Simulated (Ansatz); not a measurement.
## GaN in the wurtzite structure (space group P6_3mc, No. 186)

Space group P6₃mc (No. 186); a = b = 3.2184 Å, c = 5.2432 Å, α = β = 90.00°, γ = 120.00°

| atom | site | symmetry | x | y | z |
|---|---|---|---|---|---|
| Ga | 2b | 3m. | 0.6667 | 0.3333 | 0.0010 |
| N | 2b | 3m. | 0.3333 | 0.6667 | 0.1242 |

Computed with PBE in Ansatz (plane waves to 420 eV, PAW, spin-orbit coupling left out). k-mesh 12×12×6 (Γ-centred); smearing 0.05 eV (Fermi–Dirac).

The volume per atom is 11.76 Å³ and the density is 5.91 g/cm³. The band gap is 1.71 eV, direct at Γ and the electron mass comes out as 0.14 mₑ along c, 0.16 mₑ across. The lowest conduction-band minima above the VBM is Γ 1.71 eV. The total energy is -2083.959 eV/atom (σ→0; compares only within this code and set-up).

Masses are band curvatures over ±0.01 Å⁻¹ around the edge. No phonon test of stability was made.

Ansatz is a program for electronic structure.
